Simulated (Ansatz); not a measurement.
Effect of biaxial strain −0.27 %, plane normal [001], relaxed out of plane on hypothetical P6_3/mmc PtSe2

Base system: PtSe$_{2}$ in the 2H-MoS2 type structure (space group P6_3/mmc, No. 194; a = 3.5906 Å, c = 11.2482 Å; a hypothetical phase, not in the database extracts checked; layered, stacked along the Cartesian z axis). Axes: x lies along a and z along c of the hexagonal cell.

One thing is altered: biaxial strain −0.27 %, plane normal [001], relaxed out of plane (Cartesian); in-plane vectors clamped, the third vector and the atoms free.

Computed with r2SCAN+rVV10 (Ansatz, a first-principles code, PAW, scalar-relativistic without spin-orbit coupling), earlier PAW set. k-mesh 15×15×4 (Γ-centred); smearing 0.05 eV (Fermi–Dirac).

The volume per atom shrinks by 0.076 Å³, from 20.93 Å³ to 20.86 Å³ and the pressure (mean of the normal stresses, compression positive) goes from zero to 0.2 GPa. The band gap remains zero and the out-of-plane strain is +0.18 % (rough). The mean in-plane stress (compression positive) is +0.4 GPa (rough).

Final structure (turned so that z lies along the plane normal):

```
PtSe2
1.0
    3.58088     0.00000     0.00000
    1.79044     3.10113     0.00000
    0.00000     0.00000    11.26834
Pt Se
2 4
Cartesian
  1.79044   1.03371   2.81709
  3.58088   2.06742   8.45126
  1.79044   1.03371   6.95470
  3.58088   2.06742   1.32053
  3.58088   2.06742   4.31364
  1.79044   1.03371   9.94781
```

Without a gap, meshes like the base's 15×15×4 leave anisotropic stresses uncertain by several tenths of a GPa, and small strain energies with them. Whether these cells are dynamically stable was not tested. All final runs are without spin polarisation. PtSe2 has a high density of states at the Fermi level and may be magnetic at this level.
